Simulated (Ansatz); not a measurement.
Start from Zr in the hcp (Mg type) structure (space group P6_3/mmc, No. 194; a = 3.2304 Å, c = 5.1788 Å; relaxed with 0.1 eV smearing). Axes: x lies along a and z along c of the hexagonal cell.

Calculations: Ansatz (a program for electronic structure), PBE, PAW, cutoff 420 eV, no spin-orbit coupling.

Before the change:

The pressure is 0.0 GPa. The shortest interatomic distance comes out as 3.191 Å and the band gap is zero.

Modification: uniaxial strain ε_zz = −2.00 %, all other strain components held at zero; the atoms relax in the strained cell.

Predict the new pressure.

The pressure (mean of the normal stresses, compression positive) goes from zero to 2.1 GPa.

Predict the new shortest interatomic distance.

The shortest interatomic distance drops by 0.042 Å, from 3.191 Å to 3.149 Å.

Predict the new energy relative to the base.

The energy increases by 4.9 meV/atom.

Predict the new band gap.

The band gap remains zero.

Stability against distortions was not tested. All final runs are without spin polarisation.
